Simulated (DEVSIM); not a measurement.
System: abrupt Ge p-n junction, at 250 K.

Layer 1 from the left is Ge, thickness (μm) 3.40, Na (cm⁻³) 8.3e17, τn (s) 1.5e-7, τp (s) 1.5e-7. Layer 2 from the left is Ge, thickness (μm) 0.720, Nd (cm⁻³) 7.4e16, τn (s) 1.5e-7, τp (s) 1.5e-7.

Left contact: ohmic. Right contact: ohmic. Voltage is applied to the left contact. Recombination: SRH at mid-gap, radiative, Auger. Mobility is μmin + (μ − μmin)/(1 + (N/Nref)^α).

This is a model device: material constants are rounded textbook-type values typed into the input, and sizes, dopings and lifetimes were drawn at random. Values at 300 K; Nc and Nv go as T^1.5, mobilities as T to minus their exponent, the gap by Varshni's rule with the affinity fixed.

Ge: gap (eV) 0.664, affinity (eV) 4, permittivity 16, Nc (cm⁻³) 1.04e19, Nv (cm⁻³) 6e18, μn (cm²/Vs) 3900, μp (cm²/Vs) 1900, μn,min 150, μp,min 100, Nref,n 2.6e17, Nref,p 4e17, αn 0.56, αp 0.6, T exponent of μn 1.66, T exponent of μp 2.33, B (cm³/s) 6.4e-14, Cn (cm⁶/s) 1e-31, Cp (cm⁶/s) 1e-31, Varshni α (eV/K) 0.000477, Varshni β (K) 235.

Model (solved in DEVSIM): 1D drift-diffusion, Boltzmann statistics, complete ionisation; no tunnelling, impact ionisation, image-force lowering or self-heating.

Dark forward current:

| |V| (V) | |J| (A/cm²) |
|---|---|
| 0.05 | 1.060e-5 |
| 0.10 | 0.0001092 |
| 0.15 | 0.001078 |
| 0.20 | 0.01076 |
| 0.25 | 0.1080 |
| 0.30 | 1.085 |
| 0.35 | 10.87 |
| 0.40 | 107.2 |
| 0.45 | 939.2 |
| 0.50 | 5172 |

Question: Work out the local ideality factor n = ΔV / (kT/q · ln(J2/J1)) between the rows 0.10 and 0.15 V, 0.25 and 0.30 V, 0.45 and 0.50 V.

Answer: kT/q = 21.54 mV. From 0.10 to 0.15 V: ln(0.001078/0.0001092) = 2.290, n = 1.01, near the 1 of diffusion or emission over a barrier. From 0.25 to 0.30 V: ln(1.085/0.1080) = 2.307, n = 1.01, near the 1 of diffusion or emission over a barrier. From 0.45 to 0.50 V: ln(5172/939.2) = 1.706, n = 1.36; the layers' resistance at their doping, Σ W/(qμN) = 3.8e-6 Ω cm², would take 16 mV of this step of 50 mV.

Question: Estimate the current at 0.25 V from the Shockley equation with J0 = Σ q ni² D/(N L) coth(W/L), τ joining the SRH, radiative and Auger lifetimes that are on, and W taken as the whole layer.

Answer: ni² = 6.19e23 cm⁻⁶; electrons in the p layer: μ = 1940 cm²/Vs, D = 41.9 cm²/s, τ = 1.47e-7 s, L = 24.8 μm, W/L = 0.14, term 1.48e-8 A/cm²; holes in the n layer: μ = 2170 cm²/Vs, D = 46.8 cm²/s, τ = 1.50e-7 s, L = 26.5 μm, W/L = 0.027, term 8.70e-7 A/cm². J0 = 8.85e-7 A/cm², and J = J0 exp(qV/kT) = 0.0972 A/cm². The simulation gives 0.108 A/cm²; the estimate lies 10 % below. The estimate leaves out recombination in the depletion region and that region's share of W.
